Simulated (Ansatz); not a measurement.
Ansatz (a quantum-chemistry and plane-wave program) run on Se (R-3, 6 atoms in the cell): self-consistent single point.

Level of theory: LDA (PW92), default PAW files made with PBE (plane waves; Ansatz).

```xyz
6
Lattice="5.6810 3.2799 1.4763 -5.6810 3.2799 1.4763 0.0000 -6.5599 1.4763" Properties=species:S:1:pos:R:3 pbc="T T T"
Se     0.6712    -4.5696     2.0098
Se     3.6218     2.8661     2.0098
Se    -4.2930     1.7035     2.0098
Se    -0.6712     4.5696     2.4192
Se    -3.6218    -2.8661     2.4192
Se     4.2930    -1.7035     2.4192
```

Reference input (self-consistent single point, DFT, LDA (PW92), plane waves, default PAW files made with PBE): basis.ecutwfc = 30.9 Ry; kpoints.mp_grid.grid = 6 6 6; hamiltonian.xc = lda; hamiltonian.pseudopotentials = {kind: paw} (the program's default PAW files); scf.occupations.method = methfessel_paxton; scf.occupations.width = 0.0147 Ry. This run's input differs from it in these lines:

Ansatz 0.2 input:
```diff
@@ -13,3 +13,3 @@
 basis:
-  ecutwfc: 30.9 Ry
+  ecutwfc: 40.1 Ry
 kpoints:
```

Output (repeated stretches shortened):

```
SCF iter   1: F=—  HF=-32298.983296 eV  |F-HF|=—  |Δ(HF+E_count)|=         —  Δρ=4.91e-3  dr2=1.83e-2  ethr=1.77e-3  ⟨swp⟩=6.2  Hψ=9300  notcnv=0
all-band conjugate gradients solve this SCF's bands
preconditioner: auto → Resta (q_TF=auto, 2.493 Å⁻¹)
SCF iter   2: F=—  HF=-32298.979619 eV  |F-HF|=—  |Δ(HF+E_count)|=   3.68e-3  S|Δr|=    0.00e0  Δρ=2.71e-3  dr2=5.79e-3  ethr=1.90e-5  ⟨swp⟩=1.0  Hψ=2680  notcnv=0
   [... lines left out ...]
SCF iter   5: F=—  HF=-32298.979175 eV  |F-HF|=—  |Δ(HF+E_count)|=   1.48e-5  S|Δr|=    0.00e0  Δρ=3.04e-5  dr2=2.97e-6  ethr=4.26e-8  ⟨swp⟩=3.0  Hψ=4080  notcnv=0
SCF iter   6: F=—  HF=-32298.979175 eV  |F-HF|=—  |Δ(HF+E_count)|=   2.33e-7  S|Δr|=    0.00e0  Δρ=9.75e-6  dr2=2.05e-7  ethr=3.10e-9  ⟨swp⟩=3.0  Hψ=4080  notcnv=0
SCF iter   7: F=-32298.979175 eV  HF=-32298.979175 eV  |F-HF|=3.74e-9  |Δ(HF+E_count)|=   8.49e-8  S|Δr|=    0.00e0  Δρ=1.75e-6  dr2=7.47e-9  ethr=1.04e-10  ⟨swp⟩=8.2  Hψ=8607  notcnv=0
SCF 1 converged in 7 iterations: F = -32298.979175 eV  dr2 = 7.47e-9
Stability not checked (fill_not_monotonic)
Free energy (F): -32298.979175 eV
Internal energy: -32298.979213 eV  (E = F + TS)
E sigma→0 (E₀):  -32298.979185 eV
Entropy (-TS):   0.000038 eV (0.006 meV/atom)
Fermi energy:    6.778056 eV
--- Forces (eV/Å), atoms counted from 1 ---
  atom   1  Se     0.12984189     0.21135294     0.09315655
  atom   2  Se    -0.24795796     0.00676990     0.09315655
  atom   3  Se     0.11811608    -0.21812284     0.09315655
  atom   4  Se    -0.12984189    -0.21135294    -0.09315655
  atom   5  Se     0.24795796    -0.00676990    -0.09315655
  atom   6  Se    -0.11811608     0.21812284    -0.09315655
--- Stress (GPa, compression-positive) ---
       -1.543812       0.000000      -0.000000
       -0.000000      -1.543812       0.000000
        0.000000       0.000000      -0.961903
  P = ⅓ Tr σ = -1.3498 GPa (-13.498 kbar)
  The stress holds the Pulay correction. Without it, at fixed plane waves, as pw.x and ABINIT print it: P = -1.3554 GPa
```

The run converged in 7 iterations. Against the reference run the free energy goes down by 1.1 meV/atom, the pressure stays at -1.35 GPa, the largest force moves little (0.266 to 0.265 eV/Å) and the gap on the mesh stays at 1.065 eV.

The starting cell comes from a database of published, mostly measured structures (it also holds non-ambient and calculated ones), without a prior relaxation at this level. Ansatz's pressure includes its estimate of the finite-basis (Pulay) stress.
